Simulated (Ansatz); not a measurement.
These are PBE (plane waves to 420 eV, PAW; Ansatz, a program for electronic structure) values and carry that method's errors.

Electrostatic potential energy of an electron, averaged over planes parallel to the surface, in eV from the Fermi level, for a constructed model of the (0001) surface of hcp Ti, a pseudomorphic layer of Mg in the other hollow (bottom of the slab: a bare face, its two planes held):

```json
[
 {"z (Å)": "3.67", "V (eV)": "4.42"},
 {"z (Å)": "3.95", "V (eV)": "4.42"},
 {"z (Å)": "4.24", "V (eV)": "4.41"},
 {"z (Å)": "4.52", "V (eV)": "4.40"},
 {"z (Å)": "4.80", "V (eV)": "4.39"},
 {"z (Å)": "5.08", "V (eV)": "4.36"},
 {"z (Å)": "5.37", "V (eV)": "4.30"},
 {"z (Å)": "5.65", "V (eV)": "4.19"},
 {"z (Å)": "5.93", "V (eV)": "3.99"},
 {"z (Å)": "6.21", "V (eV)": "3.63"},
 {"z (Å)": "6.50", "V (eV)": "2.97"},
 {"z (Å)": "6.78", "V (eV)": "1.82"},
 {"z (Å)": "7.06", "V (eV)": "-0.17"},
 {"z (Å)": "7.34", "V (eV)": "-4.06"},
 {"z (Å)": "7.62", "V (eV)": "-9.04"},
 {"z (Å)": "7.91", "V (eV)": "-12.25"},
 {"z (Å)": "8.19", "V (eV)": "-12.76"},
 {"z (Å)": "8.47", "V (eV)": "-10.57"},
 {"z (Å)": "8.75", "V (eV)": "-6.05"},
 {"z (Å)": "9.04", "V (eV)": "-1.55"},
 {"z (Å)": "9.32", "V (eV)": "-0.31"},
 {"z (Å)": "9.60", "V (eV)": "-2.45"},
 {"z (Å)": "9.88", "V (eV)": "-7.30"},
 {"z (Å)": "10.17", "V (eV)": "-11.30"},
 {"z (Å)": "10.45", "V (eV)": "-12.71"},
 {"z (Å)": "10.73", "V (eV)": "-11.34"},
 {"z (Å)": "11.01", "V (eV)": "-7.36"},
 {"z (Å)": "11.30", "V (eV)": "-2.52"},
 {"z (Å)": "11.58", "V (eV)": "-0.36"},
 {"z (Å)": "11.86", "V (eV)": "-1.40"},
 {"z (Å)": "12.14", "V (eV)": "-5.73"},
 {"z (Å)": "12.43", "V (eV)": "-10.29"},
 {"z (Å)": "12.71", "V (eV)": "-12.53"},
 {"z (Å)": "12.99", "V (eV)": "-12.05"},
 {"z (Å)": "13.27", "V (eV)": "-8.90"},
 {"z (Å)": "13.56", "V (eV)": "-4.05"},
 {"z (Å)": "13.84", "V (eV)": "-0.84"},
 {"z (Å)": "14.12", "V (eV)": "-1.10"},
 {"z (Å)": "14.40", "V (eV)": "-4.82"},
 {"z (Å)": "14.69", "V (eV)": "-9.57"},
 {"z (Å)": "14.97", "V (eV)": "-12.31"},
 {"z (Å)": "15.25", "V (eV)": "-12.36"},
 {"z (Å)": "15.53", "V (eV)": "-9.71"},
 {"z (Å)": "15.81", "V (eV)": "-4.94"},
 {"z (Å)": "16.10", "V (eV)": "-0.97"},
 {"z (Å)": "16.38", "V (eV)": "-0.34"},
 {"z (Å)": "16.66", "V (eV)": "-2.88"},
 {"z (Å)": "16.94", "V (eV)": "-7.80"},
 {"z (Å)": "17.23", "V (eV)": "-11.56"},
 {"z (Å)": "17.51", "V (eV)": "-12.65"},
 {"z (Å)": "17.79", "V (eV)": "-11.01"},
 {"z (Å)": "18.07", "V (eV)": "-6.91"},
 {"z (Å)": "18.36", "V (eV)": "-2.36"},
 {"z (Å)": "18.64", "V (eV)": "-0.93"},
 {"z (Å)": "18.92", "V (eV)": "-3.33"},
 {"z (Å)": "19.20", "V (eV)": "-8.10"},
 {"z (Å)": "19.49", "V (eV)": "-11.66"},
 {"z (Å)": "19.77", "V (eV)": "-12.65"},
 {"z (Å)": "20.05", "V (eV)": "-10.94"},
 {"z (Å)": "20.33", "V (eV)": "-6.66"},
 {"z (Å)": "20.62", "V (eV)": "-1.75"},
 {"z (Å)": "20.90", "V (eV)": "0.67"},
 {"z (Å)": "21.18", "V (eV)": "0.97"},
 {"z (Å)": "21.46", "V (eV)": "-0.44"},
 {"z (Å)": "21.75", "V (eV)": "-3.92"},
 {"z (Å)": "22.03", "V (eV)": "-10.04"},
 {"z (Å)": "22.31", "V (eV)": "-14.18"},
 {"z (Å)": "22.59", "V (eV)": "-12.05"},
 {"z (Å)": "22.87", "V (eV)": "-6.04"},
 {"z (Å)": "23.16", "V (eV)": "-1.65"},
 {"z (Å)": "23.44", "V (eV)": "0.72"},
 {"z (Å)": "23.72", "V (eV)": "2.22"},
 {"z (Å)": "24.00", "V (eV)": "3.11"},
 {"z (Å)": "24.29", "V (eV)": "3.61"},
 {"z (Å)": "24.57", "V (eV)": "3.89"},
 {"z (Å)": "24.85", "V (eV)": "4.05"},
 {"z (Å)": "25.13", "V (eV)": "4.13"},
 {"z (Å)": "25.42", "V (eV)": "4.17"},
 {"z (Å)": "25.70", "V (eV)": "4.19"},
 {"z (Å)": "25.98", "V (eV)": "4.21"},
 {"z (Å)": "26.26", "V (eV)": "4.21"},
 {"z (Å)": "26.55", "V (eV)": "4.22"},
 {"z (Å)": "26.83", "V (eV)": "4.22"}
]
```

Model: 7-atom slab, 14.3 Å thick at the start, 15x15x1 mesh, Fermi-Dirac 0.1 eV, dipole correction, 2 atoms held, the rest relaxed; held to the start's symmetry, so lower structures may exist; no spin, no spin-orbit, no U. In PBE it is, or lies within 0.01 eV a 1x1 cell of, the lowest of the 2 structures of its composition computed so far; larger cells were not tried.

The vacuum level lies 4.22 eV above the Fermi level over the top face and 4.42 eV above it under the bottom face.
